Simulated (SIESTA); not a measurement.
SIESTA run on Ti₂Sn (P6_3/mmc, 6 atoms in the cell): self-consistent single point

Method: GGA PBEsol, numerical atomic orbitals DZP, PseudoDojo PBEsol standard norm-conserving potentials (rewritten from UPF to PSML) (SIESTA 5.4.2).

This input was run:

```
# files in the folder: Ti.psml Sn.psml (PseudoDojo PBEsol standard)
SystemName  Ti2Sn
SystemLabel Ti2Sn

NumberOfAtoms                6
NumberOfSpecies              2
%block ChemicalSpeciesLabel
  1 22 Ti
  2 50 Sn
%endblock ChemicalSpeciesLabel
LatticeConstant              1.0 Ang
%block LatticeVectors
     4.735350000    0.000000000    0.000000000
    -2.367675000    4.100933000    0.000000000
     0.000000000    0.000000000    5.618860000
%endblock LatticeVectors
AtomicCoordinatesFormat      ScaledCartesian
%block AtomicCoordinatesAndAtomicSpecies
     2.367677368    1.366976300    1.404715000  1
    -0.000002368    2.733956700    4.214145000  1
     0.000000000    0.000000000    0.000000000  1
     0.000000000    0.000000000    2.809430000  1
     2.367677368    1.366976300    4.214145000  2
    -0.000002368    2.733956700    1.404715000  2
%endblock AtomicCoordinatesAndAtomicSpecies

XC.functional                GGA
XC.authors                   PBEsol
PAO.BasisSize                DZP
PAO.EnergyShift              0.01 Ry
MeshCutoff                   350 Ry
%block kgrid.MonkhorstPack
    7   0   0  0.0
    0   7   0  0.0
    0   0   5  0.0
%endblock kgrid.MonkhorstPack
OccupationFunction           FD
ElectronicTemperature        1160.45 K

MaxSCFIterations             150
SCF.Mixer.Method             Pulay
SCF.Mixer.Weight             0.25
SCF.Mixer.History            6
SCF.DM.Tolerance             1.0E-04
Diag.ParallelOverK           true
WriteForces                  true
```

Log, with long lists cut:

```
reinit: Reading from file input.fdf

reinit: System Name: Ti2Sn
reinit: System Label: Ti2Sn

coor:   Atomic-coordinates input format  =     Cartesian coordinates
coor:                                          (in units of alat)

siesta: Atomic coordinates (Bohr) and species
siesta:      4.47426   2.58321   2.65453  1        1
siesta:     -0.00000   5.16643   7.96358  1        2
siesta:      0.00000   0.00000   0.00000  1        3
siesta:      0.00000   0.00000   5.30905  1        4
siesta:      4.47426   2.58321   7.96358  2        5
siesta:     -0.00000   5.16643   2.65453  2        6

siesta: System type = bulk

initatomlists: Number of atoms, orbitals, and projectors:      6   112   136

siesta: ******************** Simulation parameters ****************************
redata: Spin configuration                          = none
redata: Time-Reversal Symmetry                      = T
redata: Number of Atomic Species                    =        2
redata: Mesh Cutoff                                 =   350.0000 Ry
redata: Net charge of the system                    =     0.0000 |e|
redata: Min. number of SCF Iter                     =        0
redata: Max. number of SCF Iter                     =      150
redata: SCF convergence failure will abort job
redata: SCF mix quantity                            = Hamiltonian
redata: Mix DM or H after convergence               =   F
redata: Recompute H after scf cycle                 =   F
redata: Mix DM in first SCF step                    =   T
redata: No kicks to SCF
redata: DM Mixing Weight for Kicks                  =     0.5000
redata: Require Harris convergence for SCF          =   F
redata: Harris energy tolerance for SCF             =     0.000100 eV
redata: Require DM convergence for SCF              =   T
redata: DM tolerance for SCF                        =     0.000100
redata: Require EDM convergence for SCF             =   F
redata: EDM tolerance for SCF                       =     0.001000 eV
redata: Require H convergence for SCF               =   T
redata: Hamiltonian tolerance for SCF               =     0.001000 eV
redata: Require (free) Energy convergence for SCF   =   F
redata: (free) Energy tolerance for SCF             =     0.000100 eV
redata: Using DFT-D3 dispersion                     =   F
redata: Using Saved Data (generic)                  =   F
redata: Method of Calculation                       = Diagonalization
redata: Electronic Temperature                      =  1160.4500 K
redata: Number of TDED substeps                     =        3
redata: Dynamics option                             = Single-point calculation
redata: Save all siesta data in one NC              =   F
redata: ***********************************************************************

%block SCF.Mixers
  Pulay
%endblock SCF.Mixers

%block SCF.Mixer.Pulay
  # Mixing method
  method pulay
  variant stable

  # Mixing options
  weight 0.2500
  weight.linear 0.2500
  history 6
%endblock SCF.Mixer.Pulay

DM_history_depth set to one: no extrapolation allowed by default for geometry relaxation
Size of DM history Fstack: 1
Total number of electrons:    76.000000
Total ionic charge:    76.000000

* ProcessorY, Blocksize:    1  64

* Orbital distribution balance (max,min):   112   112

 Kpoints in:          140 . Kpoints trimmed:          123

siesta: k-grid: Number of k-points = 123
siesta: k-points from Monkhorst-Pack grid
siesta: k-cutoff (effective) =    14.047 Ang
siesta: k-point supercell and displacements
siesta: k-grid:     7     0     0      0.000
siesta: k-grid:     0     7     0      0.000
siesta: k-grid:     0     0     5      0.000

diag: Algorithm                                     = D&C
diag: Parallel over k                               =   F
diag: Use parallel 2D distribution                  =   F
diag: Parallel block-size                           = 64
diag: Parallel distribution                         =     1 x     1
diag: Used triangular part                          = Lower
diag: Absolute tolerance                            =  0.100E-15
diag: Orthogonalization factor                      =  0.100E-05
diag: Memory factor                                 =  1.0000

superc: Internal auxiliary supercell:     5 x     5 x     5  =     125
superc: Number of atoms, orbitals, and projectors:    750  14000  17000

                        Single-point calculation

superc: Internal auxiliary supercell:     5 x     5 x     5  =     125
superc: Number of atoms, orbitals, and projectors:    750  14000  17000

outcell: Unit cell vectors (Ang):
        4.735350    0.000000    0.000000
       -2.367675    4.100933    0.000000
        0.000000    0.000000    5.618860

outcell: Cell vector modules (Ang)   :    4.735350    4.735350    5.618860
outcell: Cell angles (23,13,12) (deg):     90.0000     90.0000    120.0000
outcell: Cell volume (Ang**3)        :    109.1146
new_DM -- step:     1
Initializing Density Matrix...

Attempting to read DM from file... Failed...
DM filled with atomic data:

InitMesh: MESH = 48 x 48 x 64 = 147456
InitMesh: Mesh cutoff (required, used) =   350.000   358.563 Ry

stepf: Fermi-Dirac step function

        iscf     Eharris(eV)        E_KS(eV)     FreeEng(eV)     dDmax    Ef(eV) dHmax(eV)
   scf:    1   -10695.481987   -10728.979347   -10729.085704  1.550255 -4.095605  7.062071
   scf:    2   -10732.263222   -10731.889709   -10732.022682  0.187157 -4.652810  4.561342
   scf:    3   -10725.454640   -10731.045457   -10731.181666  0.204333 -4.881546  4.775319
   scf:    4   -10733.415994   -10733.244775   -10733.392137  0.144691 -4.942674  1.279149
   scf:    5   -10733.338138   -10733.311640   -10733.466081  0.039102 -4.985663  0.168316
   scf:    6   -10733.310997   -10733.314045   -10733.468584  0.005302 -4.985731  0.065133
   scf:    7   -10733.315524   -10733.315263   -10733.469196  0.004426 -4.985675  0.025649
   scf:    8   -10733.313315   -10733.314645   -10733.468853  0.002368 -4.986821  0.064440
   scf:    9   -10733.315263   -10733.315283   -10733.469216  0.002164 -4.985560  0.021663
   scf:   10   -10733.315192   -10733.315257   -10733.469259  0.000540 -4.985915  0.000293
   scf:   11   -10733.315258   -10733.315258   -10733.469259  0.000010 -4.985921  0.000430

SCF Convergence by DM+H criterion
max |DM_out - DM_in|         :     0.0000104931
max |H_out - H_in|      (eV) :     0.0004304519
SCF cycle converged after 11 iterations

Using DM_out to compute the final energy and forces

siesta: E_KS(eV) =           -10733.3153

siesta: E_KS - E_eggbox =    -10733.3153

siesta: Atomic forces (eV/Ang):
     1   -0.000106    0.000062   -0.000002
     2    0.000106   -0.000062    0.000002
     3   -0.000000    0.000000    0.000028
     4   -0.000000    0.000000   -0.000028
     5   -0.000070    0.000042    0.000004
     6    0.000070   -0.000042   -0.000004
   Tot    0.000000    0.000000   -0.000000
   Max    0.000106
   Res    0.000050    sqrt( Sum f_i^2 / 3N )
   Max    0.000106    constrained

Stress tensor Voigt[x,y,z,yz,xz,xy] (kbar):       33.44       33.57       44.63        0.00       -0.00        0.11
(Free)E + p*V (eV/cell)   -10736.0035
Target enthalpy (eV/cell)   -10733.4693

siesta: Program's energy decomposition (eV):
siesta: Ebs     =     -2121.285496
siesta: Eions   =     13247.761421
siesta: Ena     =      1521.800583
siesta: Ekin    =      5115.134040
siesta: Enl     =     -2074.133330
siesta: Eso     =         0.000000
siesta: Edftu   =         0.000000
siesta: DEna    =        82.255246
siesta: DUscf   =         2.682460
siesta: DUext   =         0.000000
siesta: Ex      =     -1986.840162
siesta: Ec      =      -146.452674
siesta: Exc     =     -2133.292836
siesta: Eharris =    -10733.315258
siesta: Etot    =    -10733.315258
siesta: FreeEng =    -10733.469259

siesta: Stress tensor (static) (eV/Ang**3):
siesta:     0.020869    0.000072   -0.000000
siesta:     0.000072    0.020952   -0.000000
siesta:    -0.000000    0.000000    0.027857

siesta: Cell volume =        109.114626 Ang**3

siesta: Pressure (static):
siesta:                Solid            Molecule  Units
siesta:          -0.00025296         -0.00025294  Ry/Bohr**3
siesta:          -0.02322586         -0.02322395  eV/Ang**3
siesta:         -37.21192912        -37.20887597  kBar
```

The run converged in 11 iterations.

The starting cell comes from a database of computed structures (which also holds hypothetical and non-ambient phases and stackings), without a prior relaxation at this level. Spin polarisation is off. Values carry the incompleteness of an atom-centred basis. With a pressure of about -4 GPa the cell is away from its equilibrium volume at this level.

Cost on one core of a shared machine: roughly 80 s.
